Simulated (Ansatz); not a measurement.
CsCl-type DyAg, treated with r²SCAN+rVV10 (PAW; Ansatz, a program for electronic structure).

Run with plane-wave cutoff 560 eV, 16×16×16 k mesh, Fermi–Dirac smearing 0.05 eV, spin-polarised with parallel moments, scalar-relativistic PAW data made under PBE.

Computed at the level's own relaxed cell.

Predict the lattice constant a.


lattice constant a: 3.634 Å

Note: the magnetic order was assumed, not searched for or taken from measurement; the 4f shell is treated without U or exact exchange, so its levels and filling can be wrong.

Spin–orbit coupling is not included.

Computed values are for the static lattice.

It cost very roughly 7 core-minutes of CPU time.
